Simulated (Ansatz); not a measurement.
OH on the 1x1 (10-10) surface of wurtzite GaN (cut with top plane Ga + N), one in a 1x1 cell, started at the site 'bridge Ga-Ga-Ga-N-N-N (span 3.3 Å)'

Host crystal: wurtzite GaN, with a band gap (PBE, scalar-relativistic without spin-orbit coupling).

Level of theory: PBE (plane waves to 420 eV, PAW; Ansatz, an electronic-structure program).

Slab: 18 atoms, 9.3 Å thick at the start under the adsorbate (thin: gaps and levels are the slab's own); k 6x4x1, smearing 0.01 eV, dipole-corrected; 8 atoms held, the rest relaxed; no symmetry held; spin-polarised, ending with about 1.0 μB a cell; orders that need a larger cell were not tried, no spin-orbit, no U, no dispersion correction. At the end it is bonded to Ga. In PBE it is, or lies within 0.03 eV of, the lowest of the starts that converged.

```yaml
adsorption energy against H2O(g) − ½ H2(g): 0.44 eV
gap_of_the_slab_on_its_k_mesh: 0.38 eV
highest_filled_level_below_the_top_vacuum_level: 6.65 eV
change_of_the_step_from_the_bottom_to_the_top_vacuum_level_against_the_clean_slab: 0.95 eV
energy_released_by_relaxation: 4.14 eV
height of the binding atom over the mean of the host atoms within 0.3 Å of the top one: 1.798 Å
magnetic_moment_of_the_cell: 1.00 μB
nearest_host_atoms_of_the_binding_atom: Ga at 1.83 Å, N at 3.00 Å, N at 3.23 Å
largest_move_of_a_host_atom: 0.39 Å
note: in the relaxation the adsorbate left its starting site by 2.3 Å
cost: around 30 core-minutes (rough)
```

A negative adsorption energy means that the adsorbate is more stable on the surface than in its reference.
